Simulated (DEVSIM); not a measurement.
System: Schottky contact on n-type β-Ga2O3, at 300 K.

| layer (left to right) | material | thickness (μm) | Nd (cm⁻³) | τn (s) | τp (s) |
|---|---|---|---|---|---|
| 1 | β-Ga2O3 | 7.90 | 2e16 | 2.5e-8 | 2.5e-8 |

Left contact: Schottky, work function 4.93 eV, emission velocity 2e6 cm/s. Right contact: ohmic. Voltage is applied to the left contact. Recombination: SRH at mid-gap, radiative. Mobility is μmin + (μ − μmin)/(1 + (N/Nref)^α).

Constants are typed, rounded textbook-type inputs, not results; the design itself was drawn at random and stands for no fabricated device. Values at 300 K. The table also holds parameters that only a changed run uses.

```csv
parameter,β-Ga2O3
gap (eV),4.8
affinity (eV),4
permittivity,10
Nc (cm⁻³),3.7e18
Nv (cm⁻³),5e20
μn (cm²/Vs),160
μp (cm²/Vs),1
"μn,min",20
"μp,min",0.1
"Nref,n",1e18
"Nref,p",1e18
αn,0.8
αp,0.8
B (cm³/s),1e-12
Cn (cm⁶/s),1e-31
Cp (cm⁶/s),1e-31
```

DEVSIM, 1D drift-diffusion, Boltzmann statistics, complete ionisation; no tunnelling, impact ionisation, image-force lowering or self-heating. Metal contacts follow the ideal Schottky-Mott rule: no Fermi-level pinning, no interface dipoles.

Base results: dark forward voltage at 1 A/cm² (V) 0.579; largest field in the device at zero bias (V/cm) 74000; dark forward voltage at 100 A/cm² (V) 0.862; potential step across the device at zero bias (V) 0.795.

Problem. What follows from this one change: metal work function 4.93 → 5.08 eV?

Solution. dark forward voltage at 1 A/cm² 0.579 → 0.729 V; largest field in the device at zero bias 74000 → 81000 V/cm; dark forward voltage at 100 A/cm² 0.862 → 1.012 V; potential step across the device at zero bias 0.795 → 0.945 V.

Problem. What follows from this one change: metal work function 4.93 → 4.88 eV?

Solution. dark forward voltage at 1 A/cm² 0.579 → 0.529 V; largest field in the device at zero bias little changed (72000 V/cm); dark forward voltage at 100 A/cm² 0.862 → 0.812 V; potential step across the device at zero bias 0.795 → 0.745 V.

Problem. What follows from this one change: thickness of layer 1 7.9 → 4.7 μm?

Solution. dark forward voltage at 1 A/cm² little changed (0.578 V); largest field in the device at zero bias little changed (74000 V/cm); dark forward voltage at 100 A/cm² 0.862 → 0.796 V; potential step across the device at zero bias little changed (0.795 V).

Problem. What follows from this one change: constant mobility in place of the doping-dependent one?

Solution. dark forward voltage at 1 A/cm² little changed (0.579 V); largest field in the device at zero bias little changed (74000 V/cm); dark forward voltage at 100 A/cm² 0.862 → 0.855 V; potential step across the device at zero bias little changed (0.795 V).
